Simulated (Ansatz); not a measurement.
**How far PBE and r2SCAN part for WSi2, pressure 60 GPa**

Base system: WSi$_{2}$ (space group I4/mmm, No. 139; a = 3.229 Å, c = 7.868 Å).

(Cell as relaxed with PBE.)

Levels (all Ansatz, a program for electronic structure, PAW, earlier PAW set): PBE (420 eV, no SOC); r2SCAN (500 eV, without spin-orbit coupling).

Each level relaxes its own structure.

```json
[
 {"base": "volume per atom", "PBE": "13.68 Å³", "r2SCAN": "13.42 Å³"},
 {"base": "lattice parameter a", "PBE": "3.229 Å", "r2SCAN": "3.212 Å"},
 {"base": "band gap", "PBE": "zero", "r2SCAN": "zero"}
]
```

Now apply this change: a hydrostatic pressure of 60 GPa.

```csv
quantity,PBE,r2SCAN
band gap,zero,zero
volume per atom,11.37 Å³,11.25 Å³
```

PBE's volume per atom lies 0.112 Å³ above r2SCAN's (1.0 %); the two agree on the band gap. Neither level is exact; r2SCAN is the comparison here, not a measurement.

Load acts through the strain it causes; cell and atoms are relaxed under it. No phonon test of stability was made. No other phases were tried under pressure. All final runs are without spin polarisation.
